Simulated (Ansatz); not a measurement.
Start from WC (space group P-6m2, No. 187; a = 2.898 Å, c = 2.828 Å). Axes: x lies along a and z along c of the hexagonal cell.

Now apply this change: strain tensor (xx, yy, zz, yz, xz, xy) = (+1.00, −2.23, −0.12, −0.15, −0.63, +0.37) %, atoms relaxed at fixed cell.

Levels (all Ansatz, a quantum-chemistry and plane-wave program, PAW): PBEsol (420 eV, no SOC); r2SCAN (500 eV, no spin-orbit coupling).

The geometry is relaxed with PBEsol.

| Item | Result |
|---|---|
| PBEsol pressure | 5.8 GPa |

Question: Predict the pressure from r2SCAN.

Answer: The pressure grows by 5.3 GPa, from 5.8 GPa to 11.1 GPa.

Single points use the geometry relaxed with PBEsol. Their cutoffs differ, which shifts pressures a little. Whether these cells are dynamically stable was not tested. The final runs are not spin-polarised.
